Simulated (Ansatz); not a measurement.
Consider interstitial O in monoclinic ZrO2 with all lengths changed by -1 %, charge state -2. The step: several atoms move together, O the farthest; the atom moves 1.08 Å along (0.09, 0.13, 0.15) of the unit cell; the moving atom starts with neighbours O at 2.38, O at 2.38, O at 2.55, O at 2.61, O at 2.65, O at 2.68; Zr at 2.09, 2 Zr at 2.18, Zr at 2.63 Å and ends with O at 2.38, O at 2.43, O at 2.55, O at 2.59, O at 2.62; Zr at 2.08, Zr at 2.12, Zr at 2.21 Å. DFT values are from Ansatz (plane-wave PAW, 420 eV unless said) in a cell of 96 host sites, spin-restricted, static, with no finite-size correction. The charge state is imposed; whether it is stable for some Fermi level was not computed. Sites that were not tried may lie lower. For the PBE band: the saddle point's order was not checked.

| Level | Forward barrier (eV) | Cost of the band or of the saddle's single point |
|---|---|---|
| CHGNet universal potential (has no charge state), its own band | 0.12 | - |
| PBE, the Γ point alone, band relaxed | 0.18 | about 20 core-minutes (a rough figure) |
| PBE, a 2×2×2 k-point mesh shifted by half a step, same geometries | 0.18 | about 7 core-minutes (a rough figure) |

Ansatz is a program for electronic structure.
